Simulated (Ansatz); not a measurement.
Worked example: self-consistent single point of Al2Au (Fm-3m, 3 atoms in the cell) in Ansatz (an electronic-structure program).

Computed with PBE with spin-orbit coupling (plane waves, PAW; Ansatz).

```yaml
crystal:
  lattice:
    - [0.00000, 3.02966, 3.02966]
    - [3.02966, 0.00000, 3.02966]
    - [3.02966, 3.02966, 0.00000]
  atoms:
    - { symbol: Al, position: [0.25000, 0.25000, 0.25000] }
    - { symbol: Al, position: [0.75000, 0.75000, 0.75000] }
    - { symbol: Au, position: [0.00000, 0.00000, 0.00000] }
```

Reference input (self-consistent single point, DFT, PBE, plane waves, default PAW files): kpoints.mp_grid.grid = 6 6 6; hamiltonian.xc = pbe; hamiltonian.pseudopotentials = {kind: paw} (the program's default PAW files); scf.occupations.method = fermi_dirac; scf.occupations.width = 0.1 eV. This run's input differs from it in these lines:

Ansatz 0.2 input:
```diff
@@ -14,2 +14,5 @@
   pseudopotentials: { kind: paw }
+magnetization:
+  noncollinear: true
+  spin_orbit: true
 scf:
```

Output, abridged:

```
SCF iter   1: F=—  HF=-14265.806067 eV  |F-HF|=—  |Δ(HF+E_count)|=         —  Δρ=1.24e-1  dr2=1.20e1  dr2_m=0.00e0 (ungated)  ethr=3.10e-3  |M|=0.00e0 ∫|m|=0.00e0 μB  |m|>n=0.0e0 m-floor=0.0e0 τ_xc=0.0e0  β_m=0.30  ⟨swp⟩=7.1  Hψ=1372  notcnv=0
all-band conjugate gradients solve this SCF's bands
preconditioner: auto → none
   [... lines left out ...]
SCF iter   7: F=—  HF=-14263.250366 eV  |F-HF|=—  |Δ(HF+E_count)|=   1.54e-5  Δρ=3.71e-5  dr2=1.35e-6  dr2_m=0.00e0 (ungated)  ethr=9.97e-8  |M|=0.00e0 ∫|m|=0.00e0 μB  |m|>n=0.0e0 m-floor=0.0e0 τ_xc=0.0e0  β_m=0.94  ⟨swp⟩=2.5  Hψ=394  notcnv=0  defer=34
SCF iter   8: F=-14263.250366 eV  HF=-14263.250366 eV  |F-HF|=8.46e-9  |Δ(HF+E_count)|=   3.33e-7  Δρ=3.17e-6  dr2=9.67e-9  dr2_m=0.00e0 (ungated)  ethr=4.00e-10  |M|=0.00e0 ∫|m|=0.00e0 μB  |m|>n=0.0e0 m-floor=0.0e0 τ_xc=0.0e0  ⟨swp⟩=11.2  Hψ=1332  notcnv=0
SCF 1 converged in 8 iterations: F = -14263.250366 eV  dr2 = 9.67e-9
Magnetization: |M| = 0.0000 μB,  M = (+0.0000, +0.0000, +0.0000) μB
Absolute magnetization: 0.0000 μB (∫|m|)
  site 0: m = (+0.0000, +0.0000, +0.0000) μB, |m| = 0.0000 μB  (R = 1.08 Å)
  site 1: m = (+0.0000, +0.0000, +0.0000) μB, |m| = 0.0000 μB  (R = 1.08 Å)
  site 2: m = (+0.0000, +0.0000, +0.0000) μB, |m| = 0.0000 μB  (R = 1.08 Å)
Free energy (F): -14263.250366 eV
Internal energy: -14263.221533 eV  (E = F + TS)
E sigma→0 (E₀):  -14263.235949 eV
Entropy (-TS):   -0.028833 eV (-9.611 meV/atom)
Fermi energy:    10.836282 eV
--- Forces (eV/Å), atoms counted from 1 ---
  atom   1  Al    -0.00000000     0.00000000     0.00000000
   [... zero for the other atoms too ...]
--- Stress (GPa, compression-positive) ---
       -0.614066      -0.000000      -0.000000
       -0.000000      -0.614066       0.000000
        0.000000      -0.000000      -0.614066
  P = ⅓ Tr σ = -0.6141 GPa (-6.141 kbar)
  The stress holds the Pulay correction. Without it, at fixed plane waves, as pw.x and ABINIT print it: P = -0.6663 GPa
```

The run converged in 8 iterations. Against the reference run the pressure goes from 0.23 to -0.61 GPa.

The starting cell comes from a database of computed structures (which also holds hypothetical and non-ambient phases and stackings), without a prior relaxation at this level. Its lattice was rescaled by a random factor within 2.5 % of one. Ansatz's pressure includes its estimate of the finite-basis (Pulay) stress.
